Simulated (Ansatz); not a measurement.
Consider the energy of the reaction as written. Reaction: 3 Cu (fcc) + O2 (gas) → cell A. The sign is products less reactants.

Cell A: a sheet of composition Cu3O2 laid out as a (111) plane of Cu2O (Pn-3m), 5 atoms, hexagonal cell of 6.08 Å (32.0 Å²), symmetry P6/mmm within 0.02 Å, 0.0 Å thick under 16 Å of vacuum, in-plane vectors held at the crystal's; planes from bottom to top: Cu3O2, all atoms in one plane; Cu missing from the crystal's sites; added, foreign or displaced atoms, within the planes: two times O bound to 3 Cu at 1.76 Å; a model cell; spin state with PBE: no moments, k-point mesh 6×6×1.
```xyz
5
Lattice="6.0797 0.0000 0.0000 -3.0398 5.2651 0.0000 0.0000 0.0000 16.0000" Properties=species:S:1:pos:R:3 pbc="T T T"
O      0.0000     3.5101     8.0000
O      3.0398     1.7550     8.0000
Cu     1.5199     2.6326     8.0000
Cu     3.0398     0.0000     8.0000
Cu     4.5597     2.6326     8.0000
```

Reference: Cu (fcc, Fm-3m), 1 atom in the cell; spin state with PBE: run without spin, k-point mesh 28×28×28 on the run's own vectors. Conventional cell: a = b = c = 3.6292 Å, α = β = γ = 90.00°.

Reference: an isolated O2 molecule (triplet) in a box of 11 × 11 × 13 Å.

All numbers come from Ansatz (a first-principles code), plane waves with PAW, its PAW set soft_1, cutoff 420 eV, 500 eV for r2SCAN. The structures are at rest with PBE, within the held lattices; other levels are single points on them. Neutral cells; Fermi-Dirac smearing of at most 0.10 eV in the solids, energies taken to zero width. The lattices are those relaxed with PBE or held as stated, so at other levels the solids can be strained, which adds to the spread. A dispersion term (D3(BJ), or D4 for r2SCAN) was computed beside these levels and is taken off wherever the name lacks it. Space groups of crystals are read within 0.01 Å. Static lattices, no vibrational contributions. Cells are local rest points, mostly with their start's symmetry. No Hubbard U is applied. Values are for these cell sizes. Cell A has symmetry P6/mmm within 0.02 Å and got no random move, so less symmetric positions, which may lie lower, weren't tried.

Levels: PBE, PBE+D3(BJ), LDA, PBEsol, RPBE, r2SCAN.

**Question.** At which levels does the right-hand side lie lower?

**Answer.** downhill: PBE (-1.30), LDA (-1.25), PBEsol (-0.84), RPBE (-1.39), r2SCAN (-1.17); uphill: PBE+D3(BJ) (0.09) (values in eV; within 0.05 eV of zero counts as too close to call). The levels shown span 1.48 eV, from RPBE (-1.39) to PBE+D3(BJ) (0.09). They disagree on the sign.
